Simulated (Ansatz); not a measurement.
Tl in the diamond structure (space group Fd-3m, No. 227; a hypothetical phase, not in the database extracts checked)

```
Tl
1.0
    0.00000     3.55826     3.55826
    3.55826     0.00000     3.55826
    3.55826     3.55826     0.00000
Tl
2
Direct
  0.25000   0.25000   0.25000
  0.00000   0.00000   0.00000
```

Computed with PBE/PAW in Ansatz (a quantum-chemistry and plane-wave program), scalar-relativistic without spin-orbit coupling. Settings: 11×11×11 k-points, 0.05 eV Fermi–Dirac smearing.

```json
{
 "volume_per_atom": "45.05 Å³",
 "density": "7.53 g/cm³",
 "band_gap": "zero",
 "total_energy": "-11443.774 eV/atom (σ→0; compares only within this code and set-up)"
}
```

Whether these cells are dynamically stable was not tested.
